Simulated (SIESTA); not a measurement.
Band structure of NaH (Fm-3m, 2 atoms in the cell).

```
CELL_PARAMETERS angstrom
      0.00000     2.44000     2.44000
      2.44000     0.00000     2.44000
      2.44000     2.44000     0.00000
ATOMIC_POSITIONS crystal
  Na 0.00000 0.00000 0.00000
  H  0.50000 0.50000 0.50000
```

Method of the run: GGA PBE, numerical atomic orbitals TZP, PseudoDojo PBE standard norm-conserving potentials (rewritten from UPF to PSML) run with SIESTA 5.4.2.

Settings: XC.functional = GGA; XC.authors = PBE; potentials = PseudoDojo PBE standard; PAO.BasisSize = TZP; PAO.EnergyShift = 0.01 Ry; MeshCutoff = 300 Ry; kgrid.MonkhorstPack = 6 6 6; OccupationFunction = FD; ElectronicTemperature = 580.23 K; MaxSCFIterations = 150; SCF.Mixer.Method = Broyden; SCF.Mixer.Weight = 0.2; SCF.Mixer.History = 8; SCF.DM.Tolerance = 1.0E-04.

The starting cell has typed, rounded lattice constants, without a prior relaxation at this level. Values carry the incompleteness of an atom-centred basis.

Problem. Predict the gap along the standard path and the places of the band edges.

Solution. The gap along the path is 3.75 eV, from W to L; the smallest direct gap on it is 4.62 eV.

Levels in eV from the top of the valence band on the path, bands 2 to 6:
```csv
point,2,3,4,5,6
Γ,-22.39,-22.39,-22.39,-3.57,10.33
X,-22.51,-22.44,-22.44,-0.18,4.58
W,-22.48,-22.47,-22.45,0.00,6.10
K,-22.49,-22.47,-22.43,-0.12,5.34
L,-22.52,-22.36,-22.36,-0.86,3.75
U,-22.49,-22.47,-22.43,-0.12,5.34
```

Higher empty bands are left out: an atom-centred basis made for the valence describes them poorly.
